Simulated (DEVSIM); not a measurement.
## abrupt Si p-n junction

Structure: abrupt Si p-n junction, at 300 K.

| layer (left to right) | material | thickness (μm) | Nd (cm⁻³) | Na (cm⁻³) | τn (s) | τp (s) |
|---|---|---|---|---|---|---|
| 1 | Si | 1.00 | - | 2.7e16 | 1.3e-5 | 1.3e-5 |
| 2 | Si | 1.70 | 2.5e17 | - | 1.3e-5 | 1.3e-5 |

Left contact: ohmic. Right contact: ohmic. Voltage is applied to the left contact. Recombination: SRH at mid-gap, radiative. Mobility is constant in doping.

The device is made up for the run: typed textbook-type constants, with dimensions and the other settings drawn at random. Values at 300 K.

```csv
parameter,Si
gap (eV),1.124
affinity (eV),4.05
permittivity,11.7
Nc (cm⁻³),2.86e19
Nv (cm⁻³),3.1e19
μn (cm²/Vs),1417
μp (cm²/Vs),470
B (cm³/s),4.7e-15
```

DEVSIM, 1D drift-diffusion, Boltzmann statistics, complete ionisation; no tunnelling, impact ionisation, image-force lowering or self-heating.

```json
{
 "potential_step_across_the_device_at_zero_bias": "0.819 V",
 "largest_field_in_the_device_at_zero_bias": "76000 V/cm",
 "Dark forward voltage at 1 A/cm²": "0.568 V",
 "Dark forward voltage at 100 A/cm²": "0.690 V"
}
```

Dark forward current:

(V (V), J (A/cm²)): (0.05, 2.0e-9); (0.10, 1.5e-8); (0.15, 1.0e-7); (0.20, 7.0e-7); (0.25, 4.8e-6); (0.30, 3.3e-5); (0.35, 0.00023); (0.40, 0.0015); (0.45, 0.011); (0.50, 0.072); (0.55, 0.49); (0.60, 3.4); (0.65, 23); (0.70, 150); (0.75, 790); (0.80, 2900)

Small-signal capacitance in reverse bias (quasi-static):

```tsv
V (V)	C (nF/cm²)
-0.2	45.7
-0.5	39.9
-1	33.8
-1.5	29.9
-2	27.0
-3	23.2
-4	20.6
-5	18.7
-6.5	16.7
```
